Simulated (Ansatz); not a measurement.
**MgS: response to strain**

Take MgS in the rock salt structure (space group Fm-3m, No. 225; a = 5.1820 Å) as the base. Axes: x, y, z lie along the cube axes.

Strains are applied to the cell and any free atomic positions relax; under biaxial strain the out-of-plane vector relaxes too.

Calculations: Kohn–Sham DFT with the PBEsol functional, run in Ansatz (a quantum-chemistry and plane-wave program) with PAW and 420 eV plane waves, without spin-orbit coupling.

Candidates:
(a) isotropic strain +1.06 %
(b) biaxial strain +0.99 %, plane normal [110], relaxed out of plane
(c) isotropic strain −1.89 %

Base values:

| Item | Value |
|---|---|
| Band gap | 2.73 eV |

**Question.** Order them by band gap, highest first.

**Answer.** (c) isotropic strain −1.89 % (2.84 eV), (a) isotropic strain +1.06 % (2.66 eV), (b) biaxial strain +0.99 %, plane normal [110], relaxed out of plane (2.63 eV)

A biaxial case was relaxed in a doubled cell and then solved in the primitive one. Gaps are read on the SCF mesh and a high-symmetry path. Stability against distortions was not tested.
